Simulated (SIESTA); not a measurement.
A self-consistent single point of CoO (P1, 4 atoms in the cell) with SIESTA.

Method: LDA PW92, numerical atomic orbitals DZP, PseudoDojo LDA standard norm-conserving potentials (rewritten from UPF to PSML) (SIESTA).

The change in words: atoms moved at random. Reference geometry:
```xyz
4
Lattice="1.6269 0.9393 5.2120 -1.6269 0.9393 5.2120 0.0000 -1.8786 5.2120" Properties=species:S:1:pos:R:3 pbc="T T T"
Co     0.0000     0.0000    15.6280
Co     0.0000     0.0000     7.8101
O      0.0000     0.0000     5.8713
O      0.0000     0.0000    13.6898
```
Moments meant for the start (each program seeds them in its own way; μB, in the order of the atoms Co Co O O): 3.0 3.0 0.0 0.0.

Reference input (self-consistent single point, DFT, LDA PW92, numerical atomic orbitals DZP, PseudoDojo LDA standard norm-conserving potentials (rewritten from UPF to PSML)): XC.functional = LDA; XC.authors = PW92; potentials = PseudoDojo LDA standard; PAO.BasisSize = DZP; PAO.EnergyShift = 0.01 Ry; MeshCutoff = 300 Ry; kgrid.MonkhorstPack = 8 8 8; OccupationFunction = FD; ElectronicTemperature = 0.05 eV; Spin = polarized; DM.InitSpin = [1 +3.00, 2 +3.00, 3 +0.00, 4 +0.00]; MaxSCFIterations = 150. This run's input differs from it in these lines:

```diff
@@ -18,6 +18,6 @@
 %block AtomicCoordinatesAndAtomicSpecies
-     0.000000000    0.000000999   15.627995655  1
-    -0.000000000    0.000000499    7.810120107  1
-     0.000000000    0.000000375    5.871259827  2
-    -0.000000000    0.000000876   13.689760814  2
+    -0.044362146   -0.019998314   15.625848315  1
+     0.012242377   -0.004755111    7.853374412  1
+     0.013496713    0.030718837    5.828907196  2
+     0.018621429   -0.005963601   13.691001268  2
 %endblock AtomicCoordinatesAndAtomicSpecies
```

Output (repeated stretches shortened):

```
        iscf     Eharris(eV)        E_KS(eV)     FreeEng(eV)     dDmax    Ef(eV) dHmax(eV)
   scf:    1    -9155.180292    -9189.959494    -9190.007661  0.410827 -1.413710 19.848317
     spin moment: {S} , |S| = {        0.0        0.0    6.39918 }     6.39918
   scf:    2    -9216.020705    -9205.323767    -9205.377938  0.240248 -2.508562 12.024402
     spin moment: {S} , |S| = {        0.0        0.0    6.08876 }     6.08876
   scf:    3    -9177.035762    -9199.371823    -9199.410229  0.299847 -3.510371 19.316016
     spin moment: {S} , |S| = {        0.0        0.0    5.83060 }     5.83060
   [... lines left out ...]
     spin moment: {S} , |S| = {        0.0        0.0    5.68298 }     5.68298
   scf:   15    -9210.412986    -9210.412986    -9210.458642  0.000034 -4.002867  0.001233
     spin moment: {S} , |S| = {        0.0        0.0    5.68308 }     5.68308
   scf:   16    -9210.412994    -9210.412990    -9210.458642  0.000119 -4.002574  0.000562
     spin moment: {S} , |S| = {        0.0        0.0    5.68382 }     5.68382
   scf:   17    -9210.412991    -9210.412990    -9210.458642  0.000009 -4.002545  0.000486
     spin moment: {S} , |S| = {        0.0        0.0    5.68391 }     5.68391
SCF Convergence by DM+H criterion
max |DM_out - DM_in|         :     0.0000091790
max |H_out - H_in|      (eV) :     0.0004864542
SCF cycle converged after 17 iterations

Using DM_out to compute the final energy and forces

siesta: E_KS(eV) =            -9210.4130

siesta: E_KS - E_eggbox =     -9210.4130

siesta: Atomic forces (eV/Ang):
     1    0.304112    0.204543    0.220947
     2   -0.001013   -0.009863   -0.165181
     3   -0.297243   -0.232467    0.308715
     4   -0.006424    0.038685   -0.364667
   Tot   -0.000568    0.000899   -0.000186
   Max    0.364667
   Res    0.220367    sqrt( Sum f_i^2 / 3N )
   Max    0.364667    constrained

Stress tensor Voigt[x,y,z,yz,xz,xy] (kbar):      223.70      236.96      214.52        5.21        8.62      -10.17
(Free)E + p*V (eV/cell)    -9217.1713
   [... lines left out ...]
siesta: FreeEng =     -9210.458642
siesta: Cell volume =         47.787323 Ang**3
siesta:        -225.05846777       -213.15654816  kBar
   [... lines left out ...]
              0.006   0.007   0.006   0.007   0.006

mulliken: Qtot =       20.158

Mulliken Atomic Populations:
Atom #   charge [q] valence [e]      Sz [e]  Species
     1     0.515344   16.484656    2.486837  Co
     2     0.507902   16.492098    2.473771  Co
     3    -0.499691    6.499691    0.365920  O
     4    -0.523555    6.523555    0.357385  O
 Total     0.000000                5.683913
```

The run converged in 17 iterations. Against the reference run the free energy goes up by 4.2 meV/atom, the pressure goes from -22.72 to -22.51 GPa, the largest force goes from 0.209 to 0.488 eV/Å and the size of the net moment stays at 1.42 μB/atom.

The starting cell comes from a database of computed structures (which also holds hypothetical and non-ambient phases and stackings), without a prior relaxation at this level. Its lattice was rescaled by a random factor within 2.5 % of one. For this run, on top of that: atoms moved at random. The magnetic order is the one reached from the typed start; others were not searched systematically. Values carry the incompleteness of an atom-centred basis. With a pressure of about -23 GPa the cell is away from its equilibrium volume at this level.

Cost on one core of a shared machine: roughly 50 s.
